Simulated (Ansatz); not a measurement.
Output of an Ansatz run (abridged):

```
WARN ansatz: RAYON_NUM_THREADS=1 ignored (pool sized by the plan → 1); use --threads N
basis.fft_grid_basis auto: the FFT boxes are laid along the combinations [[1, 0, -1], [0, 1, -1], [0, 0, 1]] of the cell's own vectors, 2.753, 2.753 and 4.808 …
Pseudopotentials: kind: paw
Pseudopotential: Pd, paw, valence charge 18
Pseudopotential: Pt, paw, valence charge 18
Crystal: 2 atoms, lattice volume = 29.782 Å³
Basis set: ecut = 420 eV, 573 PW (Γ), FFT grids on a1−a3, a2−a3, a3
Bands: 22, of which v1, the nominal top of the filled ones, is band 18 counted from 1 (17 counted from 0)
Symmetry: 12 space group operations
Space group: R-3m (ITA 166), of the structure as read, at distance tolerance 3.1e-5 Å
k-points: 288 of 2744
PAW frozen core: Pd, regenerated for the run's functional, and the local potential with it
PAW frozen core: Pt, regenerated for the run's functional, and the local potential with it
Initial density: superposition of atomic densities (neutral atoms: chi_scale 0, normalization atom), corrected by the library's trained network
Initial wavefunctions: pseudopotential atomic-orbital guess
Eigensolver: davidson
Functional: x = slater, c = lda
SCF iter   1: F=—  HF=-19089.707525 eV  |F-HF|=—  |Δ(HF+E_count)|=         —  Δρ=1.55e-2  dr2=8.12e-2  ethr=1.77e-3  ⟨swp⟩=5.0  Hψ=26055  notcnv=0
all-band conjugate gradients solve this SCF's bands
preconditioner: auto → Kerker (q_TF=auto, 2.816 Å⁻¹)
SCF iter   2: F=—  HF=-19089.698658 eV  |F-HF|=—  |Δ(HF+E_count)|=   8.87e-3  Δρ=6.08e-3  dr2=1.24e-2  ethr=2.25e-4  ⟨swp⟩=1.0  Hψ=8640  notcnv=0
SCF iter   3: F=—  HF=-19089.696784 eV  |F-HF|=—  |Δ(HF+E_count)|=   1.87e-3  Δρ=1.07e-3  dr2=3.67e-4  ethr=3.44e-5  ⟨swp⟩=1.5  Hψ=7414  notcnv=0
SCF iter   4: F=—  HF=-19089.696717 eV  |F-HF|=—  |Δ(HF+E_count)|=   6.69e-5  Δρ=1.76e-4  dr2=1.41e-5  ethr=1.02e-6  ⟨swp⟩=1.1  Hψ=6424  notcnv=0
SCF iter   5: F=—  HF=-19089.696716 eV  |F-HF|=—  |Δ(HF+E_count)|=   4.71e-7  Δρ=4.51e-5  dr2=1.06e-6  ethr=3.92e-8  ⟨swp⟩=1.4  Hψ=6640  notcnv=0
SCF iter   6: F=—  HF=-19089.696716 eV  |F-HF|=—  |Δ(HF+E_count)|=   1.59e-7  Δρ=1.46e-5  dr2=1.45e-7  ethr=2.78e-10  ⟨swp⟩=4.7  Hψ=24658  notcnv=0
SCF iter   7: F=-19089.696716 eV  HF=-19089.696716 eV  |F-HF|=1.51e-9  |Δ(HF+E_count)|=   1.77e-8  Δρ=2.77e-6  dr2=2.78e-9  ethr=2.78e-10  ⟨swp⟩=3.3  Hψ=18775  notcnv=0
SCF 1 converged in 7 iterations: F = -19089.696716 eV  dr2 = 2.78e-9
SCF converged after 7 iterations
Free energy (F): -19089.696716 eV
Harris-Foulkes:  -19089.696716 eV  (|F-HF|=1.51e-9)
Internal energy: -19089.583859 eV  (E = F + TS)
E sigma→0 (E₀):  -19089.640287 eV
Entropy (-TS):   -0.112857 eV (-56.429 meV/atom)
Fermi energy:    21.298426 eV
--- Per-component energies (eV) ---
  E_band       = -276.093667
  E_kinetic    = 1151.259838
  E_local      = -3215.819924  (includes V_loc(G=0)·N_el)
  E_nonlocal   = 429.671741
  E_hartree    = 1249.739882
  E_xc         = -428.166786
  E_vxc        = -514.199598  (∫ρ·V_xc dr)
  E_paw        = -12800.244479  (= ΣΔE_a)
  E_vpaw       = -626.485148  (= ΣTr[D̂ρ^β])
  E_aug_tail   = 0.000381  (compensation charges beyond the density's cutoff)
  E_ewald      = -5477.169114
  E_core_change = 1.144603  (= ΣΔE_core)
  E_smearing   = -0.112857  (= −TS)
  E_closure    = -0.000000  (closes the sum)
  Σ components = -19089.696716   (vs F -19089.696716, Δ=0.00e0)
--- Forces (eV/Å), atoms counted from 1 ---
  atom   1  Pd     0.00000000     0.00000000    -0.00000000
  atom   2  Pt    -0.00000000    -0.00000000    -0.00000000
  max |Σ_I F_I| component: 3.37e-28 eV/Å
--- Stress (GPa, compression-positive) ---
       -7.283780       0.000000       0.000000
        0.000000      -7.283780       0.000000
        0.000000       0.000000      -8.252667
  P = ⅓ Tr σ = -7.6067 GPa (-76.067 kbar)
  The stress holds the Pulay correction. Without it, at fixed plane waves, as pw.x and ABINIT print it: P = -7.6455 GPa
--- Band table (eV; the first three rows and the last of 288) ---
  k-point 0: bands = ["-77.2043", "-62.8062", "-31.2686", "-31.1512", "-31.1512", "-28.6330", "-28.3957", "-28.3957", "12.2039", "15.0793", "17.6931", "17.6931", "17.9436", "18.2008", "18.2008", "19.8772", "19.8772", "21.3012", "21.3012", "21.4220", [...]
  k-point 1: bands = ["-77.2031", "-62.8044", "-31.2653", "-31.1708", "-31.1560", "-28.6319", "-28.4117", "-28.3996", "12.3941", "15.2193", "17.5851", "17.8172", "18.0016", "18.1152", "18.2833", "19.7815", "19.8978", "20.1457", "21.2442", "22.7265", [...]
  k-point 2: bands = ["-77.1997", "-62.7993", "-31.2562", "-31.2256", "-31.1694", "-28.6289", "-28.4563", "-28.4106", "12.9395", "15.6049", "17.3117", "17.8053", "18.1583", "18.2456", "18.5211", "19.1396", "19.5427", "19.9790", "21.0869", "24.1181", [...]
  k-point 287: bands = ["-77.2043", "-62.8063", "-31.2525", "-31.1509", "-31.1509", "-28.6539", "-28.3962", "-28.3962", "13.2713", "15.4226", "17.5154", "17.9267", "17.9759", "17.9759", "18.5835", "18.5835", "19.9942", "19.9942", "20.1633", [...]
```

The structure:

```
CELL_PARAMETERS angstrom
      1.37648     0.79471     4.53756
     -1.37648     0.79471     4.53756
      0.00000    -1.58943     4.53756
ATOMIC_POSITIONS crystal
  Pd 0.00000 0.00000 0.00000
  Pt 0.50000 0.50000 0.50000
```

Problem. Reconstruct the input of this run.

Solution. Other spellings and defaults could give the same log, and not every line can be read from it. The input that was run (DFT, LDA (PW92), plane waves, default PAW files made with PBE):

Ansatz 0.2 input:
```yaml
crystal:
  lattice:
    - [1.376483, 0.794712, 4.537565]
    - [-1.376483, 0.794712, 4.537565]
    - [0.000000, -1.589426, 4.537565]
  atoms:
    - { symbol: Pd, position: [0.000000, 0.000000, 0.000000] }
    - { symbol: Pt, position: [0.500000, 0.500000, 0.500000] }
basis:
  ecutwfc: 420.0 eV
kpoints:
  mp_grid:
    grid: [14, 14, 14]
hamiltonian:
  xc: lda
  pseudopotentials:
    kind: paw
scf:
  occupations:
    method: fermi_dirac
    width: 0.1 eV
output:
  forces: true
  eigenvalues: true
  stress: true
```

The starting cell comes from a database of computed structures (which also holds hypothetical and non-ambient phases and stackings), without a prior relaxation at this level. Its lattice was rescaled by up to half a per cent. Spin-orbit coupling is off. Spin polarisation is off. With a pressure of about -8 GPa the cell is away from its equilibrium volume at this level. Ansatz's pressure includes its estimate of the finite-basis (Pulay) stress.

Ansatz is an electronic-structure program.
